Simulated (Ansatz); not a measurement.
Strongest site found for several adsorbates on bcc Mo (110).

Method: PBE (plane waves to 420 eV, PAW; Ansatz, a program for electronic structure).

Counted are starts at which the adsorbate stayed whole and on top. Thin slabs; no dispersion, zero-point or thermal terms; negative values mean binding.

| adsorbate, area an adsorbate | reference | bonded to | E_ads (eV) | shortest bond to the host (Å) |
|---|---|---|---|---|
| Si, 28 Å² | an atom of silicon | 4 Mo | -0.88 | 2.44 |
| C, 64 Å² | an atom of graphite | 5 Mo | ? | 1.99 |
| Sn, 64 Å² | an atom of beta tin | 4 Mo | ? | 2.77 |
| F, 64 Å² | ½ F2(g) | 3 Mo | -3.86 | ? |
| N, 64 Å² | ½ N2(g) | 3 Mo | -1.65 | ? |
| I, 28 Å² | ½ I2(g) | 3 Mo | ? | 2.85 |
| S, 64 Å² | ⅛ S8(g) | 4 Mo | -3.10 | 2.39 |
| Br, 28 Å² | ½ Br2(g) | 3 Mo | -2.63 | 2.65 |

What belongs in the gaps?


- C, 64 Å², E_ads (eV): -0.03
- Sn, 64 Å², E_ads (eV): -1.15
- F, 64 Å², shortest bond to the host (Å): 2.14
- N, 64 Å², shortest bond to the host (Å): 1.96
- I, 28 Å², E_ads (eV): -2.45
